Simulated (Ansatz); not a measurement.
Consider CsPbCl$_{3}$ in the cubic perovskite structure (space group Pm-3m, No. 221; a = 5.674 Å). Axes: x, y, z lie along the cube axes.

The values are results of r2SCAN (Ansatz, a first-principles code), spin-orbit coupling left out, not measurements.

Strains are applied to the cell and any free atomic positions relax; under biaxial strain the out-of-plane vector relaxes too.

One change was made to it. Results:

The hole mass changes from 0.21 mₑ (at R) to 0.26 mₑ out of plane, 0.22 mₑ in plane (at R); the band gap falls by 0.13 eV, from 2.46 eV to 2.33 eV; the energy goes up by 9.1 meV/atom.

### Question
What was done to the base?
A. strain tensor (xx, yy, zz, yz, xz, xy) = (−0.52, −1.98, −1.23, +0.39, −0.14, +0.62) %
B. biaxial strain +3.97 %, plane normal [111], relaxed out of plane
C. biaxial strain +0.36 %, plane normal [001], relaxed out of plane

### Answer
B, biaxial strain +3.97 %, plane normal [111], relaxed out of plane. For comparison, the band gap in the other runs: strain tensor (xx, yy, zz, yz, xz, xy) = (−0.52, −1.98, −1.23, +0.39, −0.14, +0.62) % gives 2.22 eV; biaxial strain +0.36 %, plane normal [001], relaxed out of plane gives 2.47 eV.

With Pb present, leaving out spin-orbit coupling can change the band edges. Effective masses come from finite differences of ±0.01 Å⁻¹. Stability against distortions was not tested. Many cubic perovskites are stable only at high temperature; tilts and polar distortions were not tested. This is not the structure that CsPbCl3 has at room temperature and ambient pressure.
